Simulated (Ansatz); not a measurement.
## Effect of pressure 30 GPa on La

Consider La (space group P6_3/mmc, No. 194; a = 3.661 Å, c = 11.718 Å).

One thing is altered: a hydrostatic pressure of 30 GPa.

The values are results of PBEsol in Ansatz (plane waves to 420 eV, PAW, no SOC), not measurements. k-mesh 15×15×4 (Γ-centred); smearing 0.05 eV (Fermi–Dirac).

The volume per atom shrinks by 13.302 Å³ to 20.70 Å³ and the c/a ratio rises by 0.046 to 3.246. The shortest interatomic distance decreases by 53.6 pm to 307.6 pm and the enthalpy H = E + PV relative to the base's energy amounts to +4.71 eV/atom. The band gap is still zero.

Final structure:

```xyz
4
Lattice="3.0883 0.0000 0.0000 -1.5442 2.6746 0.0000 0.0000 0.0000 10.0260" Properties=species:S:1:pos:R:3 pbc="T T T"
La     0.0000     0.0000     0.0000
La     0.0000     0.0000     5.0130
La     0.0000     1.7830     2.5065
La     1.5442     0.8915     7.5195
```

Load acts through the strain it causes; cell and atoms are relaxed under it. Whether these cells are dynamically stable was not tested. Competing high-pressure phases were not computed.

Ansatz is a first-principles code.
